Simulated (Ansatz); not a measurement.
The reference is SnSe in the GeS type structure (space group Pnma, No. 62; a = 11.230 Å, b = 4.112 Å, c = 4.237 Å). Axes: x, y, z lie along a, b, c of the conventional cell.

It is then changed as follows: compressive biaxial strain of 0.72 % in the plane normal to [001], as in epitaxy on a mismatched substrate; the out-of-plane cell vector and the atoms relax.

Levels (all Ansatz, an electronic-structure program, PAW): PBEsol-D3(BJ) (420 eV, no spin-orbit coupling); r2SCAN (500 eV, scalar-relativistic without spin-orbit coupling).

The geometry is relaxed with PBEsol-D3(BJ).

PBEsol-D3(BJ) band gap: 0.23 eV
PBEsol-D3(BJ) width of the top valence band: 1.88 eV
PBEsol-D3(BJ) smallest direct gap: 0.60 eV
PBEsol-D3(BJ) gap character: indirect, Γ–Z (83 % along) → Γ–Z (17 % along)

Question: How does going to r2SCAN change the band gap, width of the top valence band, smallest direct gap and gap character?

Answer: The band gap grows by 0.13 eV, from 0.23 eV to 0.36 eV; the width of the top valence band goes up by 0.195 eV to 2.07 eV; the smallest direct gap grows by 0.20 eV to 0.80 eV; the gap character becomes indirect, Γ–Z (83 % along) → Γ (PBEsol-D3(BJ): indirect, Γ–Z (83 % along) → Γ–Z (17 % along)).

Single points use the geometry relaxed with PBEsol-D3(BJ). Whether these cells are dynamically stable was not tested. The D3 term's C6 switches between coordination references near this geometry, which can add small steps to energies. A zero or small gap of SnSe can be the functional's error rather than a property of the material.
